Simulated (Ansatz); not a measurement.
Rock-salt SiC (model structure)

Calculation: r²SCAN-D4 in Ansatz (plane waves, PAW).

Numerical settings: plane-wave cutoff 500 eV, 16×16×16 k mesh, Fermi–Dirac smearing 0.05 eV, scalar-relativistic PAW data made under PBE.

Cell (relaxed at this level):

```yaml
crystal:
  lattice:
    - [0.00000, 2.00777, 2.00777]
    - [2.00777, 0.00000, 2.00777]
    - [2.00777, 2.00777, 0.00000]
  atoms:
    - { symbol: Si, position: [0.00000, 0.00000, 0.00000] }
    - { symbol: C, position: [0.50000, 0.50000, 0.50000] }
```

```
Property          Value
--------  -------------
band gap  zero (no gap)
```

Note: the relaxation could raise the start's symmetry but not lower it, so the cell can be a saddle point.

Computed values are for the static lattice.

The result took about 24 core-seconds (a rough figure).

A model structure was made by putting elements into a prototype or built by hand; it is no filed structure, need not be a known phase, and can be a saddle point held by its symmetry.

Ansatz is an electronic-structure program.
